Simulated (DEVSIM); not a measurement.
System: Ni/SiO2/p-Si capacitor, at 300 K.

| layer (left to right) | material | thickness (nm) | Na (cm⁻³) |
|---|---|---|---|
| 1 | SiO2 | 8.70 | - |
| 2 | Si | 11000 | 2.6e15 |

Metal gate on the left, work function 5.1 eV. Fixed charge at the semiconductor interface 3.5e10 cm⁻² (in units of +e); no interface traps.

The device is made up for the run: typed textbook-type constants, with dimensions and the other settings drawn at random. Values at 300 K.

| parameter | SiO2 | Si |
|---|---|---|
| gap (eV) | 9 | 1.124 |
| affinity (eV) | 0.9 | 4.05 |
| permittivity | 3.9 | 11.7 |
| Nc (cm⁻³) | - | 2.86e19 |
| Nv (cm⁻³) | - | 3.1e19 |

DEVSIM, 1D Poisson equation in equilibrium, Boltzmann statistics, complete ionisation; no quantum confinement or tunnelling. Metal contacts follow the ideal Schottky-Mott rule: no Fermi-level pinning, no interface dipoles.

The substrate doping was swept, all else fixed.

| substrate doping (cm^-3) | minimum of the low-frequency capacitance (μF/cm²) | flat-band voltage (V) | threshold voltage (band bending 2φF) (V) |
|---|---|---|---|
| 1.3e14 | ___ | 0.23 | ___ |
| 2.6e14 | 0.00775 | 0.21 | 0.75 |
| 5.2e14 | 0.00998 | 0.20 | 0.78 |
| 1.3e15 | 0.0148 | 0.17 | 0.82 |
| 2.6e15 | 0.0204 | 0.15 | 0.85 |
| 5.2e15 | 0.0267 | 0.14 | 0.90 |

Q: Fill in the missing entries.

A: 
- 1.3e14, minimum of the low-frequency capacitance (μF/cm²): 0.00565
- 1.3e14, threshold voltage (band bending 2φF) (V): 0.73
